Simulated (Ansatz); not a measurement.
Start from SrTiO₃ in the cubic perovskite structure (space group Pm-3m, No. 221; a = 3.891 Å). Axes: x, y, z lie along the cube axes.

Now apply this change: the cell is compressed by 2.06 % along y with no lateral relaxation, atoms relaxed at fixed cell.

The values are results of Kohn–Sham DFT with the PBEsol functional, run in Ansatz (an electronic-structure program) with PAW and 420 eV plane waves, no spin-orbit coupling, earlier PAW set, not measurements.

**Question.** Give the band edges at the high-symmetry points of the new zone, measured from its valence-band maximum.

**Answer.** 
| point | valence edge (eV) | conduction edge (eV) |
|---|---|---|
| Γ | -0.32 | 1.85 |
| X | -0.72 | 2.07 |
| M | -0.16 | 3.90 |
| Z | -0.75 | 2.06 |
| R | -0.09 | 3.90 |
| A | 0.00 | 4.61 |

The gap is 1.85 eV, indirect, A → Γ.

The cells carry an imposed strain or load. Stability against distortions was not tested. All final runs are without spin polarisation. Many cubic perovskites are stable only at high temperature; tilts and polar distortions were not tested. k-point labels follow each cell's own Brillouin zone.
